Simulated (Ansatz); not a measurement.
```
SiC
1.0
    3.07595     0.00000     0.03076
   -1.53798     2.66385    -0.01538
    0.05048     0.00000     5.04778
Si C
2 2
Cartesian
  0.04737   1.77574   5.04576
  1.56010   0.88811   2.53724
  0.02204   1.77632   1.89495
  1.58526   0.88754   4.43422
```

No spin polarisation.

The values are results of PBEsol (Ansatz, an electronic-structure program, PAW, spin-orbit coupling left out), not measurements. Γ-centred 12×12×7 mesh, Fermi–Dirac width 0.05 eV.

**Question.** What stress (xx, yy, zz, yz, xz, xy; compression positive) does the calculation give?

**Answer.** (-0.05, 0.03, 0.03, 0.00, -3.00, 0.00) GPa.

**Question.** Predict the band gap.

**Answer.** 2.09 eV.

**Question.** Predict the electron mass.

**Answer.** 0.26 mₑ along z, 0.43 mₑ across (off the special points).

**Question.** What gap character does the calculation give?

**Answer.** Indirect, Γ → k = (1/3, 1/3, 0) in the run's primitive reciprocal basis.

The cells carry an imposed strain or load. Effective masses come from finite differences of ±0.01 Å⁻¹. Stability against distortions was not tested. The cell was made from SiC in the wurtzite structure (space group P6_3mc, No. 186) by this change: tensor shear ε_xz = +1.00 %.
